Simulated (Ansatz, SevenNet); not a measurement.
## How the formation enthalpy of fluorite AuAl₂ moves with the method

No measured value is used here.

```json
[
 {"level (code)": "SevenNet-0 (SevenNet)", "value (eV/atom)": "-0.449"},
 {"level (code)": "LDA (Ansatz)", "value (eV/atom)": "-0.498"},
 {"level (code)": "PBE (Ansatz)", "value (eV/atom)": "-0.434"},
 {"level (code)": "PBEsol (Ansatz)", "value (eV/atom)": "-0.450"},
 {"level (code)": "PBE-D3(BJ) (Ansatz)", "value (eV/atom)": "?"},
 {"level (code)": "r²SCAN (Ansatz)", "value (eV/atom)": "?"},
 {"level (code)": "HSE06 (Ansatz)", "value (eV/atom)": "-0.459"},
 {"level (code)": "PBE0 (Ansatz)", "value (eV/atom)": "-0.464"}
]
```

Question: What belongs in the gaps?

Answer: 
- PBE-D3(BJ) (Ansatz, an electronic-structure program), value (eV/atom): -0.386
- r²SCAN (Ansatz), value (eV/atom): -0.483

Density-functional levels without +SOC have no spin–orbit coupling, which shifts binding energies of heavy elements. HSE06: hybrids on metals are sensitive to the k mesh and can open a false gap. Each level is taken at its own relaxed cell. Ansatz's density-functional and Hartree–Fock values are scalar-relativistic unless marked +SOC, with PAW data made under PBE.

Machine-learned potentials (SevenNet-0) are trained on DFT data, which may include these solids.
